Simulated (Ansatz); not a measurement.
Sensitivity of a calculation on PbIF (P1, 6 atoms in the cell) to its settings

```
CELL_PARAMETERS angstrom
      4.23585     0.00000     0.00000
      0.00000     4.23585     0.00000
      0.00000     0.00000     9.45970
ATOMIC_POSITIONS crystal
  Pb 0.00808 0.49562 0.85030
  Pb 0.49757 0.98755 0.15718
  I  0.48344 0.02533 0.67601
  I  0.00513 0.50797 0.32565
  F  0.00505 0.99704 0.99811
  F  0.50074 0.48650 0.99276
```

Base run A: Ansatz (a first-principles code) with HSE06, default PAW files made with PBE, self-consistent single point.

Its settings: basis.ecutwfc = 420 eV; kpoints.mp_grid.grid = 3 3 2; hamiltonian.xc = hse06; hamiltonian.pseudopotentials = {kind: paw} (the program's default PAW files); scf.occupations.method = fixed.

The starting cell comes from a database of computed structures (which also holds hypothetical and non-ambient phases and stackings), without a prior relaxation at this level. Its atoms were displaced at random from the sites of space group no. 129. Spin-orbit coupling is off. Ansatz's pressure includes its estimate of the finite-basis (Pulay) stress.

ΔF is the free energy per atom less that of run A. A dash stands where there is no value to compare (another energy zero or no entropy term, no result, no spin, no clean gap, or a mesh too coarse for one). Absolute energies have different zeros for different potentials, functionals, Hubbard and dispersion terms and are not compared across them.

```json
[
 {"run": "A", "change": "base", "ΔF (meV/atom)": "0.00", "pressure (GPa)": "-0.10", "largest force (eV/Å)": "0.439", "gap on the mesh (eV)": "2.876", "k-points": "10"},
 {"run": "B", "change": "hamiltonian.xc: hse06 → pbesol [PBEsol]", "ΔF (meV/atom)": "–", "pressure (GPa)": "-1.61", "largest force (eV/Å)": "0.410", "gap on the mesh (eV)": "1.930", "k-points": "10"},
 {"run": "C", "change": "hamiltonian.xc: hse06 → pbe0 [PBE0]", "ΔF (meV/atom)": "–", "pressure (GPa)": "-0.18", "largest force (eV/Å)": "0.441", "gap on the mesh (eV)": "3.556", "k-points": "10"},
 {"run": "D", "change": "kpoints.mp_grid.grid: 3 3 2 → 3 3 1", "ΔF (meV/atom)": "0.26", "pressure (GPa)": "-0.09", "largest force (eV/Å)": "0.438", "gap on the mesh (eV)": "3.184", "k-points": "5"},
 {"run": "E", "change": "kpoints.mp_grid.grid: 3 3 2 → 2 2 1", "ΔF (meV/atom)": "60.0", "pressure (GPa)": "0.63", "largest force (eV/Å)": "0.421", "gap on the mesh (eV)": "3.015", "k-points": "4"},
 {"run": "F", "change": "scf.convergence.dr2_threshold: default (1e-07 eV) → 1e-05 eV", "ΔF (meV/atom)": "0.00", "pressure (GPa)": "-0.10", "largest force (eV/Å)": "0.439", "gap on the mesh (eV)": "2.876", "k-points": "10"},
 {"run": "G", "change": "scf.exx.singularity: default → none", "ΔF (meV/atom)": "–", "pressure (GPa)": "-0.16", "largest force (eV/Å)": "0.438", "gap on the mesh (eV)": "2.877", "k-points": "10"},
 {"run": "H", "change": "scf.mixing.algorithm: default (the program chose MSR1) → msr1", "ΔF (meV/atom)": "0.00", "pressure (GPa)": "-0.10", "largest force (eV/Å)": "0.439", "gap on the mesh (eV)": "2.876", "k-points": "10"},
 {"run": "I", "change": "scf.mixing.algorithm: default (the program chose MSR1) → anderson; scf.mixing.beta: default → 0.05", "ΔF (meV/atom)": "0.00", "pressure (GPa)": "-0.10", "largest force (eV/Å)": "0.439", "gap on the mesh (eV)": "2.876", "k-points": "10"}
]
```

Run H against A: The free energy is nearly the same (within 1 meV/atom), the pressure stays at -0.10 GPa, the largest force stays at 0.439 eV/Å and the gap on the mesh stays at 2.876 eV.

Run E against A: The free energy rises by 60.0 meV/atom, the pressure goes from -0.10 to 0.63 GPa, the largest force goes from 0.439 to 0.421 eV/Å and the gap on the mesh goes from 2.876 to 3.015 eV.

Keys are those of Ansatz 0.2.
